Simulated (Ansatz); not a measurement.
## Ag interstitial (rock-salt AgCl host)

Level of theory: PBE, PAW (plane waves to 420 eV; Ansatz, a quantum-chemistry and plane-wave program). Cell: 64 sites, 2×2×2 repeats of a cell of 8 atoms; final energies on a 2×2×2 shifted mesh. Site at the start: void with 4Ag4Cl nearest. Finite-size correction: monopole term and site-potential alignment. Dielectric constants: PBE linear response of the host. Host gap at this level: 0.92 eV. Finite-size and sampling errors can reach tenths of an eV here. PBE underestimates the host's gap, which shifts levels and can delocalise carriers. Spin–orbit coupling is left out. Each state is the lowest found from its start.

Formation energies E_f are given with the Fermi level at the valence-band maximum. Chemical conditions: Ag-rich (Δμ(Ag) = 0.00 eV; only phases computed here count, gases as isolated molecules at 0 K); Cl-rich (Δμ(Ag) = -0.90 eV; only phases computed here count, gases as isolated molecules at 0 K). Reference phases: Ag: fcc Ag.

In at least one state atoms left their starting sites on relaxation (a large move, or an atom on the emptied site), so the name describes the start.

The name describes the start; the neighbours show where the atoms ended.

Charges with a result: +1, 0. Others weren't obtained, and one of them could lie lower, also by skipping a charge.

| charge | moment (μB) | point group | largest move off a lattice site (Å) | neighbours of the last Ag atom of the defect at the end (Å) | image correction with alignment (eV) | E_f, Ag-rich (eV) | E_f, Cl-rich (eV) |
|---|---|---|---|---|---|---|---|
| +1 | not spin-polarised | C1 | 1.41 | Cl 2.52, Cl 2.53, Cl 2.56 | 0.35 | 0.20 | 1.10 |
| 0* | quenched | – | 1.49 | Cl 2.56, Cl 2.56, Cl 2.56, Ag 2.95, Ag 2.95, Ag 2.95, Ag 3.01 | – | – | – |

* At this level the carrier isn't localised at the defect: at charge 0 electrons occupy the conduction band. Such a state is shallow or no state of the defect, and this cell gives it no level.

Point groups are those of the whole cell at tolerances of 0.03 and 0.1 Å ("near" where only the looser one holds); none is given for unsettled states.

Starting moments that weren't kept: charge 0 began with 1 μB and ended with 0.0.

Flagged in the runs: a strain field that reaches the edge of the cell.
